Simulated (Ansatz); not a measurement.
A user runs Ansatz (a program for electronic structure) on LiCoF₂ (R-3m, 4 atoms in the cell) and asks whether the run is sound. The aim is a self-consistent single point with DFT, LDA (PW92), plane waves, default PAW files made with PBE.

The input file:

Ansatz 0.2 input:
```yaml
crystal:
  lattice:
    - [1.43510000, 0.82855500, 5.50339300]
    - [-1.43510000, 0.82855500, 5.50339300]
    - [0.00000000, -1.65711100, 5.50339300]
  atoms:
    - { symbol: Li, position: [0.50000000, 0.50000000, 0.50000000] }
    - { symbol: Co, position: [0.00000000, 0.00000000, 0.00000000], spin: 3.0 }
    - { symbol: F, position: [0.23667900, 0.23667900, 0.23667900] }
    - { symbol: F, position: [0.76332100, 0.76332100, 0.76332100] }
basis:
  ecutwfc: 125.0
kpoints:
  mp_grid: { grid: [13, 13, 13], shift: [0.5, 0.5, 0.5] }
hamiltonian:
  xc: lda
  pseudopotentials: { kind: paw }
magnetization:
  spin_polarized: true
scf:
  occupations: { method: fermi_dirac, width: 0.1 }
output:
  forces: true
  eigenvalues: true
  stress: true
```

Output, abridged:

```
WARN basis.ecutwfc = 125 eV is below the records' recommended cutoff, and the density's cutoff is lower with it unless basis.ecutrho_ratio is high enough to …
   [... lines left out ...]
Crystal: 4 atoms, lattice volume = 39.263 Å³
Basis set: ecut = 125 eV, 137 PW (Γ), FFT grids on a1−a3, a2−a3, a3
Bands: 23, of which v1, the nominal top of the filled ones, is band 17 counted from 1 (16 counted from 0)
Symmetry: 12 space group operations
Space group: R-3m (ITA 166), of the structure as read, at distance tolerance 3.4e-5 Å
Magnetic group: BNS 166.97 (UNI 1327), of the structure as read, at distance tolerance 3.4e-5 Å
k-points: 231 of 2197
PAW frozen core: Co, regenerated for the run's functional, and the local potential with it
PAW frozen core: F, regenerated for the run's functional, and the local potential with it
Initial density: superposition of atomic densities (chi_scale 0.1, normalization cell, long waves 21 % of neutral atoms (reshape's long-wave potential 1.21 eV rms, cloud 1.85 Å wide))
Starting moments: Σ|m| = 3 μB on 1 of 4 sites
Initial wavefunctions: pseudopotential atomic-orbital guess
Eigensolver: davidson
Functional: x = slater, c = lda
SCF iter   1: F=—  HF=-6620.201598 eV  |F-HF|=—  |Δ(HF+E_count)|=         —  Δρ=7.04e-1 (↑7.04e-1 ↓4.42e-1)  dr2=2.24e2  dr2_m=1.61e1  M=0.188 μB ∫|m|=0.208 μB  β_m=0.30  ethr=3.10e-3  ⟨swp⟩=4.2  Hψ=38705  notcnv=0
Mixer restart at iter 1: flushing history
all-band conjugate gradients solve this SCF's bands
preconditioner: auto → Kerker (q_TF=auto, 2.664 Å⁻¹)
   [... lines left out ...]
SCF iter  11: F=—  HF=-6495.109537 eV  |F-HF|=—  |Δ(HF+E_count)|=   6.16e-9  Δρ=4.95e-6 (↑4.61e-6 ↓4.95e-6)  dr2=4.21e-8  dr2_m=1.78e-11  M=0.000 μB ∫|m|=0.000 μB  β_m=1.00  ethr=1.50e-9  ⟨swp⟩=2.4  Hψ=14213  notcnv=0  defer=464
SCF iter  12: F=-6495.109537 eV  HF=-6495.109537 eV  |F-HF|=9.43e-9  |Δ(HF+E_count)|=   8.07e-9  Δρ=2.40e-6 (↑2.40e-6 ↓2.25e-6)  dr2=1.24e-8  dr2_m=3.34e-12  M=-0.000 μB ∫|m|=0.000 μB  ethr=1.24e-10  ⟨swp⟩=6.3  Hψ=34380  notcnv=0
SCF 1 converged in 12 iterations: F = -6495.109537 eV  dr2 = 1.24e-8
WARN: the starting moments were not kept: the SCF closed with an absolute magnetisation of 5.9e-7 μB, where they sum to 3 μB in size (1 site) …
   [... lines left out ...]
Absolute magnetization: 0.0000 μB (∫|ρ↑−ρ↓|, with the PAW one-centre terms)
Free energy (F): -6495.109537 eV
Fermi energy:    6.994396 eV
   [... lines left out ...]
  atom   4  F     -0.00000000    -0.00000026     8.73127497
--- Stress (GPa, compression-positive) ---
      -91.888021       0.000000       0.000000
        0.000000     -91.888021      -0.000004
       -0.000000      -0.000004      31.552437
  P = ⅓ Tr σ = -50.7412 GPa (-507.412 kbar)
  The stress holds the Pulay correction. Without it, at fixed plane waves, as pw.x and ABINIT print it: P = -3505.2720 GPa
```

Q: Is anything amiss in this input, and did it matter?

A: The run is not sound. The fault is a basis or grid far too coarse for these potentials. Far below the cutoff that the potentials were made for, the basis cannot represent the orbitals near the nuclei, and energies, forces and above all the stress go wrong. To fix it, restore the cutoff that the potentials need and check convergence. The run converged in 12 iterations without an error; against the sound input the free energy goes up by 89.4 eV/atom, the pressure goes from -10.25 to -50.74 GPa, the largest force goes from 0.137 to 8.731 eV/Å and the size of the net moment goes from 0.55 to 0.00 μB/atom. At a fixed set of plane waves, without the program's Pulay estimate, the pressure is -3505.27 GPa against -11.16 GPa.

The sound input it was made from differs as follows (other fixes are possible):
```diff
-basis:
-  ecutwfc: 125.0
```

With that input, the run converged in 14 iterations: free energy E − TS (on the zero of these files) -6852.7183 eV; Fermi level (on the code's own zero) 9.03 eV; pressure -10.25 GPa; largest force (vector length) 0.137 eV/Å; size of the cell's spin moment 2.22 μB (DFT, LDA (PW92), plane waves, default PAW files made with PBE).

On the sound input: the starting cell comes from a database of computed structures (which also holds hypothetical and non-ambient phases and stackings), without a prior relaxation at this level. With one magnetic atom in the cell only a parallel order is possible. With a pressure of about -10 GPa the cell is away from its equilibrium volume at this level. Ansatz's pressure includes its estimate of the finite-basis (Pulay) stress. Without the estimate this run gives -11.16 GPa.
